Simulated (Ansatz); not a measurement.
Consider the reaction energy. Reaction: Ge (diamond) + SnCl2 (gas) → Sn (white tin) + GeCl2 (gas). Negative: the products are lower in energy.

Sn (white tin, I4₁/amd), 2 atoms in the cell, k-point mesh 22×22×22 on the run's own vectors. Conventional cell: a = b = 5.946 Å, c = 3.217 Å, α = β = γ = 90.00°.

Ge (diamond, Fd-3m), 2 atoms in the cell, k-point mesh 10×10×10 on the run's own vectors. Conventional cell: a = b = c = 5.760 Å, α = β = γ = 90.00°.

An isolated GeCl2 molecule (singlet) in a box of 14 × 12 × 12 Å.
```xyz
3

Ge     0.0000    -0.9367     0.0000
Cl     1.7024     0.4684     0.0000
Cl    -1.7024     0.4684     0.0000
```

An isolated SnCl2 molecule (singlet) in a box of 15 × 13 × 12 Å.
```xyz
3

Sn     0.0000    -1.0334     0.0000
Cl     1.8222     0.5167     0.0000
Cl    -1.8222     0.5167     0.0000
```

All numbers come from Ansatz (an electronic-structure program), plane waves with PAW, its default PAW set, cutoff 420 eV, 500 eV for r2SCAN. The structures are at rest with PBE; other levels are single points on them. HSE06 runs on coarser k-point meshes, mended by the PBE difference between the two meshes. Some cells are metallic or hold partly filled levels, where a hybrid on a coarse mesh is less sure. Neutral cells; Fermi-Dirac smearing of at most 0.10 eV in the solids, energies taken to zero width. The lattices are those relaxed with PBE, so at other levels the solids can be strained, which adds to the spread. A dispersion term (D3(BJ), or D4 for r2SCAN) was computed beside these levels and is taken off wherever the name lacks it. No zero-point or thermal terms. Spin-orbit coupling is left out.

### Question
Estimate the value that r2SCAN returns for this input.

### Answer
0.54 eV, for Ge (diamond) + SnCl2 (gas) → Sn (white tin) + GeCl2 (gas).

### Question
How does the value move with the functional?

### Answer
```json
[
 {"Level": "HSE06", "value (eV)": "0.46", "less r2SCAN": "-0.08"}
]
```

The levels span 0.08 eV, from HSE06 (0.46) to r2SCAN (0.54).
